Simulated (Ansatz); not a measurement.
**What isotropic strain +2.00 % does to BeS**

Base system: BeS in the zinc blende structure (space group F-43m, No. 216; a = 4.838 Å).

Perturbation: the cell is scaled by 1.0200 in all directions, atoms relaxed at fixed cell.

Computed with PBEsol, PAW, 420 eV (Ansatz, an electronic-structure program; no SOC). k-mesh 12×12×12 (Γ-centred); smearing 0.05 eV (Fermi–Dirac).

```json
[
 {"quantity": "volume per atom", "base": "14.16 Å³", "changed": "15.02 Å³", "shift": "+0.866 Å³"},
 {"quantity": "space group", "base": "F-43m (No. 216)", "changed": "F-43m (No. 216)", "shift": "–"},
 {"quantity": "shortest interatomic distance", "base": "2.095 Å", "changed": "2.137 Å", "shift": "+0.042 Å"},
 {"quantity": "energy relative to the base (free energy F)", "base": "0 meV/atom", "changed": "+15 meV/atom", "shift": "+15 meV/atom"},
 {"quantity": "band gap", "base": "2.91 eV", "changed": "3.04 eV", "shift": "+0.13 eV"},
 {"quantity": "gap character", "base": "indirect, Γ → X", "changed": "indirect, Γ → X", "shift": "–"},
 {"quantity": "smallest direct gap", "base": "5.54 eV", "changed": "5.28 eV", "shift": "-0.26 eV"},
 {"quantity": "mean gap deformation potential ΔEg/Δln V", "base": "–", "changed": "+2.1 eV", "shift": "–"},
 {"quantity": "electron mass", "base": "0.80 mₑ along k, 0.28 mₑ across (at X)", "changed": "0.82 mₑ along k, 0.29 mₑ across (at X)", "shift": "–"},
 {"quantity": "hole mass (degenerate bands, along [100])", "base": "0.33, 0.55, 0.55 mₑ (at Γ)", "changed": "0.32, 0.59, 0.59 mₑ (at Γ)", "shift": "–"}
]
```

Effective masses come from finite differences of ±0.01 Å⁻¹. Along k means along the line from Γ to the band edge. Stability against distortions was not tested.
